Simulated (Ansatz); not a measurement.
The reference is ZnS in the zinc blende structure (space group F-43m, No. 216; a = 5.389 Å).

Calculations: r2SCAN (Ansatz, a first-principles code, PAW, no spin-orbit coupling).

Before the change:

The pressure is 0.00 GPa. The gap character is direct at Γ.

Now apply this change: an isotropic linear strain of −0.50 %; the atoms relax in the strained cell.

Question: Estimate the effect on the pressure.

Answer: The pressure goes from zero to 1.22 GPa.

Question: Predict the new gap character.

Answer: The gap character stays direct at Γ.

Question: What does the calculation give for the energy relative to the base after the change?

Answer: The energy rises by 1.1 meV/atom.

Question: Estimate the effect on the mean gap deformation potential ΔEg/Δln V.

Answer: The mean gap deformation potential ΔEg/Δln V amounts to -4.6 eV.

No phonon test of stability was made.
